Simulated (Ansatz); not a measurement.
Cost and result by functional for the surface energy of the (221) surface of fcc Cu in its 1x1 cell, outermost plane spacing 0.60 Å in the ideal cut, in Ansatz (plane waves, PAW). Single points on the PBE structure, on one kind of machine; costs are rough ratios of the slab run's core time (references not counted) to the cheapest single point. r2SCAN's cost holds its higher cutoff (500 against 420 eV). Differences are taken against r2SCAN for comparison alone: no measured value is at hand, so the table doesn't rank accuracy.

Slab: 18 atoms, 10.3 Å thick at the start (thin: gaps and levels are the slab's own); k 15x5x1, smearing 0.1 eV, dipole-corrected; all atoms relaxed; held to the start's symmetry, so lower structures may exist; no spin, no spin-orbit, no U. These notes are the PBE run's.

```tsv
functional	relative cost	surface energy (J/m²)	less r2SCAN (J/m²)
RPBE	1	1.27	-0.47
PBEsol	1	1.82	0.08
LDA	1	1.97	0.23
r2SCAN	2	1.74	0.00
PBE (the relaxed run's value)	–	1.49	-0.25
```

The values span 0.71 J/m², while the single points' costs differ by a factor of roughly 2. Differences are of unrounded values.

Ansatz is a quantum-chemistry and plane-wave program.
